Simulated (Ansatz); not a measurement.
Seebeck coefficient (μV/K, mean over directions) of n-type Cu$_{2}$O (Pn-3m) against carrier density, PBEsol with spin-orbit coupling, rigid bands in Ansatz (a quantum-chemistry and plane-wave program). Computed gap 0.47 eV; densities at which minority carriers matter at this gap, or further valleys turn the trend, are left out. Conductivity mass 0.97 mₑ (harmonic mean over directions), N_c = 2.4e19 cm⁻³ at 300 K.

```json
[
 {"electron density": "3e18 cm⁻³", "300 K": "-394", "500 K": "-460"},
 {"electron density": "1e19 cm⁻³", "300 K": "-293", "500 K": "-357"},
 {"electron density": "3e19 cm⁻³", "300 K": "___", "500 K": "-265"},
 {"electron density": "1e20 cm⁻³", "300 K": "___", "500 K": "-171"},
 {"electron density": "3e20 cm⁻³", "300 K": "-63", "500 K": "-100"},
 {"electron density": "1e21 cm⁻³", "300 K": "___", "500 K": "-49"}
]
```

### Question
What belongs in the gaps?

### Answer

- 3e19 cm⁻³, 300 K: -204
- 1e20 cm⁻³, 300 K: -119
- 1e21 cm⁻³, 300 K: -29

Rigid bands with a gap fixed in temperature, one relaxation time for all states, no polarons or phonon drag, and whether or not such doping can be reached.
